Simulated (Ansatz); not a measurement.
Band-edge transport in semiconductors and insulators: compounds that share space group F-43m and stoichiometry, r2SCAN with spin-orbit coupling, rigid bands (Ansatz, a program for electronic structure); geometry: cell and atoms relaxed with PBEsol.

```
Compound  volume per atom (Å³)    band gap  hole conductivity mass  Seebeck coefficient, p-type 1e19 cm⁻³
--------  --------------------  ----------  ----------------------  -------------------------------------
GaAs                      22.6     0.89 eV                 0.40 mₑ                               243 μV/K
ZnSe                      22.3  (withheld)              (withheld)                               301 μV/K
ZnS                       19.2  (withheld)                 0.85 mₑ                               386 μV/K
BAs                       13.5     1.30 eV                 0.32 mₑ                               238 μV/K
BP                        11.5     1.38 eV                 0.40 mₑ                               318 μV/K
GaSb                      28.5     0.28 eV                 0.29 mₑ                             (withheld)
```

Problem. Complete the blanks.

Solution. 
- ZnSe, band gap: 1.82 eV
- ZnSe, hole conductivity mass: 0.67 mₑ
- ZnS, band gap: 2.77 eV
- GaSb, Seebeck coefficient, p-type 1e19 cm⁻³: 192 μV/K

Masses are for dilute carriers at 300 K, harmonic means over directions unless an axis is named. Seebeck coefficients are for the stated density at 300 K, with one relaxation time for all states and whether or not that doping can be reached.
